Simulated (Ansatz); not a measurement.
Response to strain in C

Take C in the diamond structure (space group Fd-3m, No. 227) as the base.

```yaml
crystal:
  lattice:
    - [0.00000, 1.77690, 1.77690]
    - [1.77690, 0.00000, 1.77690]
    - [1.77690, 1.77690, 0.00000]
  atoms:
    - { symbol: C, position: [0.50000, 0.50000, 0.50000] }
    - { symbol: C, position: [0.75000, 0.75000, 0.75000] }
```

Cartesian axes are those of the cell as printed.

Strains are applied to the cell and any free atomic positions relax; under biaxial strain the out-of-plane vector relaxes too.

Computed with Ansatz (an electronic-structure program) PBEsol, no spin-orbit coupling.

Candidates:
(a) biaxial strain +1.13 %, plane normal [110], relaxed out of plane
(b) strain tensor (xx, yy, zz, yz, xz, xy) = (+0.02, −0.91, +0.74, +1.57, −0.30, −0.09) %
(c) tensor shear ε_xy = −2.01 %

Notes on the quantities. energy relative to the base: free energy F.

Q: Order them by energy relative to the base, highest first.

A: (c) tensor shear ε_xy = −2.01 % (+16 meV/atom), (b) strain tensor (xx, yy, zz, yz, xz, xy) = (+0.02, −0.91, +0.74, +1.57, −0.30, −0.09) % (+13 meV/atom), (a) biaxial strain +1.13 %, plane normal [110], relaxed out of plane (+5.4 meV/atom)

A biaxial case was relaxed in a doubled cell and then solved in the primitive one. Stability against distortions was not tested.
